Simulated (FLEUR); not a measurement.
A self-consistent single point of AlAg2 (Cmcm, 6 atoms in the cell) with FLEUR.

Level of theory: LDA (Perdew-Zunger), all-electron FLAPW (FLEUR), scalar-relativistic valence.

```xyz
6
Lattice="4.3806 -2.4846 0.0000 4.3806 2.4846 0.0000 0.0000 0.0000 4.6115" Properties=species:S:1:pos:R:3 pbc="T T T"
Al     4.3806    -1.6024     3.4586
Al     4.3806     1.6024     1.1529
Ag     5.7911     0.9210     3.4586
Ag     2.9700    -0.9210     1.1529
Ag     5.7911    -0.9210     1.1529
Ag     2.9700     0.9210     3.4586
```

Reference input (self-consistent single point, DFT, PBEsol, all-electron FLAPW (FLEUR), scalar-relativistic valence): Kmax = 4.1 1/bohr; GmaxXC = 12.3 1/bohr; xcFunctional = PBEs; jspins = 1; l_soc = F; mode = hist; fermiSmearingEnergy = 0.00367493 Htr; mesh (inpgen div1-3) = 6 6 5; inpgen gamma flag = true; Gmax = 12.3 1/bohr; numbands = 0; maxIterBroyd = 25. This run's input differs from it in these lines:

```diff
@@ -18,3 +18,3 @@
 &comp jspins=1 /
-&exco xctyp='PBEs' /
+&exco xctyp='pz' /
 &kpt div1=6 div2=6 div3=5 gamma=t /
@@ -31,3 +31,3 @@
       <coreElectrons ctail="T" frcor="F" kcrel="0" coretail_lmax="0"/>
-      <xcFunctional name="PBEs" relativisticCorrections="F"/>
+      <xcFunctional name="pz" relativisticCorrections="F"/>
       <magnetism jspins="1"/>
```

Output, abridged:

```
 Iteration:     1   Distance:      14.13550127 me/bohr^3
 Iteration:     2   Distance:      11.58577741 me/bohr^3
 Iteration:     3   Distance:       4.24478779 me/bohr^3
 Iteration:     4   Distance:       4.49542492 me/bohr^3
 Iteration:     5   Distance:       0.92817627 me/bohr^3
   [... 8 lines left out ...]
 Iteration:    14   Distance:       0.00014081 me/bohr^3
 Iteration:    15   Distance:       0.00013658 me/bohr^3
 Iteration:    16   Distance:       0.00001352 me/bohr^3
 Iteration:    17   Distance:       0.00000054 me/bohr^3
 Reset of history
 Run finished successfully
 Stop message:
   Structural relaxation: new displacements generated

[file out, last iteration]
             iter=     18
[...]
          total density-effective poten   -3.5681020861E+04
          total charge density-energy d   -6.1357890298E+02
 Updated energy parameters for spin:           1
[...]
 fermi energy and band-weighting factors:
   [... 5 lines left out ...]

[...]
FERMIE:
          first approx. to ef    (T=0)  :   0.331813 htr   (energy of the highest occ. eigenvalue)
          number of occ. states  (T=0)  :       1436
          first approx. to seigv (T=0)  : -34.041393 htr
          sum of weights of occ. states :  37.011111
          sum of semicore charge        :   0.000000 e
FERHIS:  Fermi-Energy by histogram:
          bandgap                     :   0.005055 htr
   [... lines left out ...]
          charge neutrality (T=0)     :   0.022222    (zero if the highest occ. eigenvalue is "entirely" occupied)
     EF_NEWTON:  Adjust Fermi-Energy by Newton-Method.
 Direct bandgap for spin            1 :    1.6490604304773004E-002  Htr
 ---->    free energy=                    -21733.6286255486 htr
   [... lines left out ...]
      extrapolation for T->0
 ---->    total electron energy=          -21733.6279857223 htr
 ***** TOTAL FORCES ON ATOMS *****
 TOTAL FORCE FOR ATOM TYPE=  1  X=  0.000   Y=  1.667   Z= -2.179
                       FX_TOT= 0.000000 FY_TOT= 0.003853 FZ_TOT= 0.000000
 TOTAL FORCE FOR ATOM TYPE=  2  X=  2.666   Y= -2.955   Z= -2.179
                       FX_TOT= 0.000319 FY_TOT=-0.000221 FZ_TOT= 0.000000
```

The run converged in 17 iterations. FLEUR gives forces in its relaxation mode, with a further iteration, so its stop message speaks of a relaxation. 

The starting cell comes from a database of computed structures (which also holds hypothetical and non-ambient phases and stackings), without a prior relaxation at this level. Its lattice was rescaled by a random factor within 2.5 % of one. Values depend on the basis (sphere radii, cutoffs, local orbitals), which need not be converged. The log's line on a gap gives a spacing of levels on this mesh, which the program prints for metals too.

Cost on one core of a shared machine: roughly 7 min.
